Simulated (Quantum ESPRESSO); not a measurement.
**Variants of one calculation on TcIr3 (P6_3/mmc, 8 atoms in the cell)**

```
TcIr3
1.0
    5.56857     0.00000     0.00000
   -2.78428     4.82252     0.00000
    0.00000     0.00000     4.43448
Tc Ir
2 6
Cartesian
  0.00000   3.21501   3.32586
  2.78429   1.60750   1.10862
  0.00000   1.60556   1.10862
  2.78428   3.21696   3.32586
  4.17811   0.80278   3.32586
 -1.39383   4.01974   1.10862
  1.39383   4.01974   1.10862
  1.39046   0.80278   3.32586
```

Base run A: Quantum ESPRESSO with PBEsol, GBRV 1.5 ultrasoft (PBESOL) pseudopotentials, self-consistent single point.

Its settings: ecutwfc = 40 Ry; ecutrho = 320 Ry; occupations = smearing; smearing = methfessel-paxton; degauss = 0.019992 Ry; potentials = {Tc: tc_pbesol_v1.uspp.F.UPF, Ir: ir_pbesol_v1.2.uspp.F.UPF}; K_POINTS = automatic 4 4 4 0 0 0; conv_thr = 1e-10 Ry; mixing_beta = 0.7.

The starting cell comes from a database of computed structures (which also holds hypothetical and non-ambient phases and stackings), without a prior relaxation at this level. Its lattice was rescaled by a random factor within 2.5 % of one. Spin polarisation is off. In the base run, with a pressure of about -21 GPa the cell is away from its equilibrium volume at this level. Without a gap this mesh is coarse (it stands for a supercell whose shortest vector is 18 Å).

ΔF is the free energy per atom less that of run A. 

Runs:
- B: ecutwfc: 40 Ry → 52 Ry; ecutrho: 320 Ry → 416 Ry
- C: nbnd: default → 62
- D: degauss: 0.019992 Ry → 0.02205 Ry; K_POINTS: automatic 4 4 4 0 0 0 → automatic 8 8 8 0 0 0
- E: K_POINTS: automatic 4 4 4 0 0 0 → automatic 5 5 5 0 0 0
- F: conv_thr: 1e-10 Ry → 7.3e-08 Ry
- G: degauss: 0.019992 Ry → 0.0073499 Ry
- H: mixing_beta: 0.7 → 0.5; mixing_mode: default → plain
- I: mixing_beta: 0.7 → 0.3
- J: conv_thr: 1e-10 Ry → 1e-07 Ry

| run | ΔF (meV/atom) | pressure (GPa) | largest force (eV/Å) | k-points |
|---|---|---|---|---|
| A | 0.00 | -21.28 | 0.125 | 12 |
| B | -13.6 | -20.99 | 0.125 | 12 |
| C | -0.69 | -21.31 | 0.127 | 12 |
| D | -6.5 | -21.48 | 0.086 | 50 |
| E | -8.7 | -21.44 | 0.169 | 15 |
| F | 0.00 | -21.29 | 0.124 | 12 |
| G | -1.92 | -21.36 | 0.128 | 12 |
| H | 0.00 | -21.28 | 0.125 | 12 |
| I | 0.00 | -21.28 | 0.125 | 12 |
| J | 0.00 | -21.29 | 0.124 | 12 |

Run B against A: The free energy falls by 13.6 meV/atom, the pressure goes from -21.28 to -20.99 GPa and the largest force stays at 0.125 eV/Å.

Run D against A: The free energy falls by 6.5 meV/atom, the pressure goes from -21.28 to -21.48 GPa and the largest force goes from 0.125 to 0.086 eV/Å.
